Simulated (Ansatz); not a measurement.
The starting structures come from a database of crystals and need not be the phases stable at ambient conditions.

 Where the default PAW files enter, the runs use the earlier of Ansatz's two default sets.

## Evanescent states of Li$_{8}$PbO$_{6}$ (R-3, not sure to be the ambient phase, 15 atoms a cell, 9.1 Å³ an atom) along the normal of (001)

Calculation: PBEsol (plane waves, PAW; Ansatz, a program for electronic structure).

The gap is the functional's own, uncorrected, and κ follows it; spin-orbit coupling is left out. Mid-gap values are interpolated between the computed energies.

Energies count from the valence-band top; κ is the least over a 6×6 mesh across the current.

```csv
E (eV),κ (1/Å),where
0.07,0.147,Γ
0.20,0.183,Γ
0.33,0.209,Γ
0.46,0.230,Γ
0.58,0.246,Γ
0.71,…,Γ
0.84,…,Γ
0.97,…,Γ
1.10,…,Γ
1.24,…,Γ
1.36,…,Γ
1.50,…,Γ
1.62,…,Γ
1.75,…,Γ
1.89,…,Γ
2.02,0.247,Γ
2.15,0.227,Γ
2.27,0.199,Γ
2.40,0.160,Γ
2.54,0.092,Γ
```

Task: What belongs in the gaps?

Result: 
- 0.71, κ (1/Å): 0.259
- 0.84, κ (1/Å): 0.269
- 0.97, κ (1/Å): 0.277
- 1.10, κ (1/Å): 0.282
- 1.24, κ (1/Å): 0.285
- 1.36, κ (1/Å): 0.285
- 1.50, κ (1/Å): 0.284
- 1.62, κ (1/Å): 0.279
- 1.75, κ (1/Å): 0.272
- 1.89, κ (1/Å): 0.261
